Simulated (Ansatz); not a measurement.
HfC: stress against strain

HfC (rock salt, Fm-3m, 12.223 Å³/atom and stress up to 0.01 GPa in the relaxed cell) under an equal strain ε in the (111) plane with the normal axis free, as in a coherent film. PBEsol in Ansatz, a plane-wave DFT program (PAW, default set), 420 eV, 22×22×22 Γ-centred mesh, Fermi-Dirac smearing 0.10 eV; ions are relaxed, or left where forces stay under 0.02 eV/Å, within the symmetry of each cell. Stress is positive for a compressed cell.

Here s stands for strain and y for stress xx.

```csv
strain (%),stress xx (GPa)
-1.25,7.06
-0.83,4.62
-0.42,2.30
0.00,0.00
0.42,-2.24
0.83,-4.36
1.25,-6.46
2.50,?
```

Problem. Using a straight line, estimate the missing y at s = 2.50 from the other rows, showing the fit.

Solution. Means: s 0, y 0.131. About the means, the sum of products is -26.260 and the sum of squares of s is 4.8556; the slope is their ratio. Least squares gives y = 0.131 - 5.4082·s. Residuals (row less fit): 0.169, 0.000, -0.102, -0.131, -0.100, -0.002, 0.169; standard error 0.138 (degrees of freedom: 5). The slope gives the biaxial elastic modulus of this plane = about 540 GPa. At the withheld row, y = 0.131 - 5.4082 × 2.50 = -13.389 GPa. The calculation gives -12.36 GPa, 1.029 GPa above the prediction (5.3 % of the range of y in the table). The row lies outside the fitted rows, so this is an extrapolation. From the scatter of the fitted rows alone, a prediction at this place has a standard error of 0.215 GPa, so the miss is 4.8 times that.

A polynomial of degree 2 through the 12 other runs of the series gives -12.33 there, so most of the miss is curvature that the fit leaves out. In a metal these values are sensitive to mesh and smearing; energies are taken to zero smearing, stresses follow the free energy. Rows are the converged runs of the series near zero and its far end; series whose fitted rows scatter by over a few per cent of the range, as at a crossing or softening among them, aren't shown in this form, nor equations of state whose B0' disagrees with the runs' pressures. Most that stay on the fit to the last digits aren't either.
